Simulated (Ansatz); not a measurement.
## YN: pressure series

Start from YN in the rock salt structure (space group Fm-3m, No. 225; a = 4.856 Å).

Cell and atoms are relaxed at each pressure.

Computed with DFT with PBEsol, PAW potentials and a 420 eV plane-wave cutoff in Ansatz (an electronic-structure program), no spin-orbit coupling.

### Question
Only one of these keeps a band gap. Which?
A) pressure 100 GPa
B) pressure 30 GPa
C) pressure −2 GPa
D) pressure 75 GPa
E) pressure 50 GPa

### Answer
C, pressure −2 GPa. Computed: pressure 50 GPa: zero; pressure 30 GPa: zero; pressure 100 GPa: zero; pressure −2 GPa: 0.10 eV; pressure 75 GPa: zero

A case with no gap was solved on a k-mesh chosen for an insulator, which is coarse for it. Load acts through the strain it causes; cell and atoms are relaxed under it. Whether these cells are dynamically stable was not tested. Competing high-pressure phases were not computed. The final runs are not spin-polarised. The zero or small gap of YN can change with the level of theory.
